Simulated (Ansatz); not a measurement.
**L1₂ (Cu3Au-type) Al₃Sc**

Method: r²SCAN (plane waves, PAW; Ansatz, an electronic-structure program).

Numerical settings: plane-wave cutoff 600 eV, 16×16×16 k mesh, Fermi–Dirac smearing 0.081 eV (set by the program), scalar-relativistic PAW data made under PBE.

Cell (relaxed at this level):

```
Al3Sc
1.0
    4.08622     0.00000     0.00000
    0.00000     4.08622     0.00000
    0.00000     0.00000     4.08622
Sc Al
1 3
Cartesian
  0.00000   0.00000   0.00000
  0.00000   2.04311   2.04311
  2.04311   0.00000   2.04311
  2.04311   2.04311   0.00000
```

* **elastic constant C11**: 198 GPa
* **elastic constant C12**: 41.7 GPa
* **elastic constant C44**: 81.6 GPa
* **Voigt–Reuss–Hill bulk modulus**: 93.9 GPa
* **Voigt–Reuss–Hill shear modulus (Hill average)**: 80.3 GPa
* **Young modulus**: 188 GPa
* **Poisson ratio**: 0.167

Elastic constants are with the ions relaxed.

Computed values are for the static lattice.

Computing time: about 13 core-minutes (a rough figure).
